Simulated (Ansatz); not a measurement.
Band structure of CoGe (P2_13, 8 atoms in the cell).

```yaml
crystal:
  lattice:
    - [4.57947, 0.00000, 0.00000]
    - [0.00000, 4.57947, 0.00000]
    - [0.00000, 0.00000, 4.57947]
  atoms:
    - { symbol: Co, position: [0.13683, 0.13683, 0.13683] }
    - { symbol: Co, position: [0.36317, 0.86317, 0.63683] }
    - { symbol: Co, position: [0.63683, 0.36317, 0.86317] }
    - { symbol: Co, position: [0.86317, 0.63683, 0.36317] }
    - { symbol: Ge, position: [0.83981, 0.83981, 0.83981] }
    - { symbol: Ge, position: [0.66019, 0.16019, 0.33981] }
    - { symbol: Ge, position: [0.33981, 0.66019, 0.16019] }
    - { symbol: Ge, position: [0.16019, 0.33981, 0.66019] }
```

Method: PBEsol, default PAW files made with PBE (plane waves; Ansatz, an electronic-structure program).

Settings: basis.ecutwfc = 420 eV; kpoints.mp_grid.grid = 5 5 5; hamiltonian.xc = pbesol; hamiltonian.pseudopotentials = {kind: paw} (the program's default PAW files); scf.occupations.method = gaussian; scf.occupations.width = 0.1 eV; kpoints.band_path.npoints = 8.

The starting cell comes from a database of computed structures (which also holds hypothetical and non-ambient phases and stackings), without a prior relaxation at this level. Spin polarisation is off.

Levels in eV from the Fermi level, bands 59 to 66:
| point | 59 | 60 | 61 | 62 | 63 | 64 | 65 | 66 |
|---|---|---|---|---|---|---|---|---|
| Γ | -0.69 | -0.69 | -0.06 | -0.06 | -0.06 | 1.88 | 1.88 | 1.88 |
| X | -0.58 | -0.58 | -0.41 | -0.41 | 0.96 | 0.96 | 1.02 | 1.02 |
| M | -0.88 | -0.88 | -0.01 | -0.01 | 0.37 | 0.37 | 1.52 | 1.52 |
| R | -1.01 | -1.01 | -0.22 | -0.22 | -0.22 | -0.22 | 4.59 | 4.59 |

Bands cross the Fermi level along this path, so the cell is metallic at this level.

Keys are those of Ansatz 0.2.
